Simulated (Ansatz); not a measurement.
TaCuN₂ (R-3m, No. 166, 4 atoms in the cell; start mp-8927) was calculated with r²SCAN (Ansatz, a program for electronic structure, plane waves, PAW).

Input:

Ansatz 0.2 input:
```yaml
crystal:
  lattice:
    - [1.5695821795, 0.9061986938, 5.7957418349]
    - [-1.5695821795, 0.9061986938, 5.7957418349]
    - [0.0, -1.8123973877, 5.7957418349]
  atoms:
    - { symbol: Ta, position: [0.5, 0.5, 0.5] }
    - { symbol: Cu, position: [0.0, 0.0, 0.0] }
    - { symbol: N, position: [0.1061146485, 0.1061146485, 0.1061146485] }
    - { symbol: N, position: [0.8938853515, 0.8938853515, 0.8938853515] }
basis:
  ecutwfc: 560
  ecutrho_ratio: 4
  xc_grid: 3
kpoints:
  mp_grid: { grid: [12, 12, 12] }
  band_path:
    path:
      - [0.0, 0.0, 0.0]
      - [0.1, 0.1, 0.1]
      - [0.2, 0.2, 0.2]
      - [0.3, 0.3, 0.3]
      - [0.4, 0.4, 0.4]
      - [0.5, 0.5, 0.5]
      - [0.524387, 0.475613, 0.5]
      - [0.548775, 0.451225, 0.5]
      - [0.573162, 0.426838, 0.5]
      - [0.597549, 0.402451, 0.5]
      - [0.621937, 0.378063, 0.5]
      - [0.646324, 0.353676, 0.5]
      - [0.670711, 0.329289, 0.5]
      - [0.695099, 0.304901, 0.5]
      - [0.719486, 0.280514, 0.5]
      - [0.743873, 0.256127, 0.5]
      - [0.768261, 0.231739, 0.5]
      - [0.792648, 0.207352, 0.5]
      - [0.817035, 0.182965, 0.5]
      - [0.5, -0.182965, 0.182965]
      - [0.5, -0.156827, 0.156827]
      - [0.5, -0.130689, 0.130689]
      - [0.5, -0.104551, 0.104551]
      - [0.5, -0.078413, 0.078413]
      - [0.5, -0.052276, 0.052276]
      - [0.5, -0.026138, 0.026138]
      - [0.5, 0.0, 0.0]
      - [0.454545, 0.0, 0.0]
      - [0.409091, 0.0, 0.0]
      - [0.363636, 0.0, 0.0]
      - [0.318182, 0.0, 0.0]
      - [0.272727, 0.0, 0.0]
      - [0.227273, 0.0, 0.0]
      - [0.181818, 0.0, 0.0]
      - [0.136364, 0.0, 0.0]
      - [0.090909, 0.0, 0.0]
      - [0.045455, 0.0, 0.0]
      - [0.024392, -0.024392, 0.0]
      - [0.048783, -0.048783, 0.0]
      - [0.073175, -0.073175, 0.0]
      - [0.097566, -0.097566, 0.0]
      - [0.121958, -0.121958, 0.0]
      - [0.14635, -0.14635, 0.0]
      - [0.170741, -0.170741, 0.0]
      - [0.195133, -0.195133, 0.0]
      - [0.219524, -0.219524, 0.0]
      - [0.243916, -0.243916, 0.0]
      - [0.268308, -0.268308, 0.0]
      - [0.292699, -0.292699, 0.0]
      - [0.317091, -0.317091, 0.0]
      - [0.341482, -0.341482, 0.0]
      - [0.658518, 0.0, 0.341482]
      - [0.632098, 0.0, 0.367902]
      - [0.605678, 0.0, 0.394322]
      - [0.579259, 0.0, 0.420741]
      - [0.552839, 0.0, 0.447161]
      - [0.52642, 0.0, 0.47358]
      - [0.5, 0.0, 0.5]
      - [0.458333, 0.0, 0.458333]
      - [0.416667, 0.0, 0.416667]
      - [0.375, 0.0, 0.375]
      - [0.333333, 0.0, 0.333333]
      - [0.291667, 0.0, 0.291667]
      - [0.25, 0.0, 0.25]
      - [0.208333, 0.0, 0.208333]
      - [0.166667, 0.0, 0.166667]
      - [0.125, 0.0, 0.125]
      - [0.083333, 0.0, 0.083333]
      - [0.041667, 0.0, 0.041667]
    npoints: 1
hamiltonian:
  xc: r2scan
  dispersion: none
  pseudopotentials: { kind: paw }
scf:
  occupations: { method: fermi_dirac, width: 0.01 }
  convergence: { dr2_threshold: 0.0000000004 }
output:
  forces: true
  stress: true
  eigenvalues: true
  write_bands: true
```

The run printed, among other lines:

```
Crystal: 4 atoms, lattice volume = 49.462 Å³
Basis set: ecut = 560 eV, 1463 PW (Γ), FFT grids on a1−a3, a2−a3, a3, exchange–correlation on 75×75×144 points (27 copies of the dense FFT grid, shifted against one another)
Bands: 26, of which v1, the nominal top of the filled ones, is band 21 counted from 1 (20 counted from 0)
Symmetry: 12 space group operations
Space group: R-3m (ITA 166), of the structure as read, at distance tolerance 3.7e-5 Å
k-points: 189 of 1728
Functional: x = r2scan, c = r2scan; τ floored in thin density (d = 2e-4 eV/Å³)
SCF iter   1: F=—  HF=-17347.986097 eV  |F-HF|=—  |Δ(HF+E_count)|=         —  Δρ=3.06e-2  dr2=3.42e-1  dr2_τ=2.60e-1
SCF iter   2: F=—  HF=-17348.220335 eV  |F-HF|=—  |Δ(HF+E_count)|=   2.34e-1  Δρ=6.24e-2  dr2=1.74e0  dr2_τ=2.06e-2
  ...
SCF iter  10: F=—  HF=-17347.991667 eV  |F-HF|=—  |Δ(HF+E_count)|=   2.56e-6  Δρ=2.25e-6  dr2=3.30e-9  dr2_τ=8.59e-11
SCF iter  11: F=-17347.991667 eV  HF=-17347.991667 eV  |F-HF|=1.02e-10  |Δ(HF+E_count)|=   1.58e-9  Δρ=4.80e-7  dr2=1.13e-10  dr2_τ=1.91e-12
SCF 1 converged in 11 iterations: F = -17347.991667 eV  dr2 = 1.13e-10
SCF converged after 11 iterations
Free energy (F): -17347.991667 eV
Internal energy: -17347.991667 eV  (E = F + TS)
E sigma→0 (E₀):  -17347.991667 eV
Fermi energy:    13.212910 eV
--- Forces (eV/Å), atoms counted from 1 ---
  atom   1  Ta     0.00000000     0.00000000     0.00000000
  atom   2  Cu    -0.00000000     0.00000000     0.00000000
  atom   3  N     -0.00000000     0.00000000    -0.00022627
  atom   4  N      0.00000000    -0.00000000     0.00022627
--- Stress (GPa, compression-positive) ---
        0.003122       0.000000       0.000000
        0.000000       0.003122      -0.000000
        0.000000      -0.000000       0.018670
  P = ⅓ Tr σ = 0.0083 GPa (0.083 kbar)
```

The PAW data were made under PBE.

The result took about 30 core-seconds (a rough figure).

A start named mp-… is a Materials Project structure, which need not be a measured phase.
